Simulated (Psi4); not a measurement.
Psi4 1.11, unrestricted PBE/def2-tzvp: Ga(Cl) anion ([Cl][Ga]), charge -1, multiplicity 2, 2 atoms. The geometry is a generated start, not checked to be a minimum at this level.

```
Quantity                                            Result
--------------------------  ------------------------------
task                                                energy
method                                                 pbe
basis                                            def2-tzvp
memory                                                3 GB
maxiter                                                100
keys of the molecule block                     symmetry c1
scf_type                                      df (default)
guess                       auto, which took SAD (default)
scf_initial_accelerator                    adiis (default)
e_convergence                              1e-06 (default)
d_convergence                              1e-06 (default)
dft_radial_points                             75 (default)
dft_spherical_points                         302 (default)
basis functions                                         85
grid points                                          42377
```

```xyz
2

Ga    -0.6408    -0.6144    -0.6241
Cl     0.6408     0.6144     0.6241
```

Charge -1 and multiplicity 2 are set for this test and not shown to be the ground state.

One run each on 2 threads. Values of diis_max_vecs tried: 3, 6, 10 (default), 20.

Q: How does the count of SCF iterations change with diis_max_vecs, and where is it least?

A: Fewest SCF iterations, within one of each other: 6 with 11, 10 (default) with 11, 20 with 11. The count rises to 20 at 3. All converge to one solution.

| diis_max_vecs | SCF iterations | end |
|---|---|---|
| 3 | 20 | same solution |
| 6 | 11 | same solution |
| 10 (default) | 11 | same solution |
| 20 | 11 | same solution |
